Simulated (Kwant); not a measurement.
Kwant, Hückel tight-binding model, one pz orbital an atom, one spin, coherent transport at 0 K. Conductance is in e²/h.

Model system: π system c1ccc2c(c1)[nH]c1ccccc12 between two chain leads. The π system is taken as planar. Atoms are numbered from 0 in the order of the SMILES. Site energies (eV, carbon 0): [0.0, 0.0, 0.0, 0.0, 0.0, 0.0, -3.6, 0.0, 0.0, 0.0, 0.0, 0.0, 0.0]. Bonds (i, j, β in eV): (0,1,-2.4) (1,2,-2.4) (2,3,-2.4) (3,4,-2.4) (4,5,-2.4) (4,6,-1.92) (6,7,-1.92) (7,8,-2.4) (8,9,-2.4) (9,10,-2.4) (10,11,-2.4) (11,12,-2.4) (5,0,-2.4) (12,7,-2.4) (12,3,-2.4). Leads: chains of hopping −3.6 eV, joined by −0.48 eV to atoms 0 and 10.

Site energies and bond integrals are typed Hückel values.

Sweep values stay those of the base run.

One input was changed, with this effect: transmission at E = 0 5.5e-6 → 0.00059.

### Question
Which change was it?
A) contacts moved from atoms [0, 10] to [0, 8]
B) contacts moved from atoms [0, 10] to [0, 11]
C) contacts moved from atoms [0, 10] to [0, 1]
D) contacts moved from atoms [0, 10] to [0, 2]
E) contacts moved from atoms [0, 10] to [1, 8]
F) contacts moved from atoms [0, 10] to [5, 8]

### Answer
C, contacts moved from atoms [0, 10] to [0, 1]
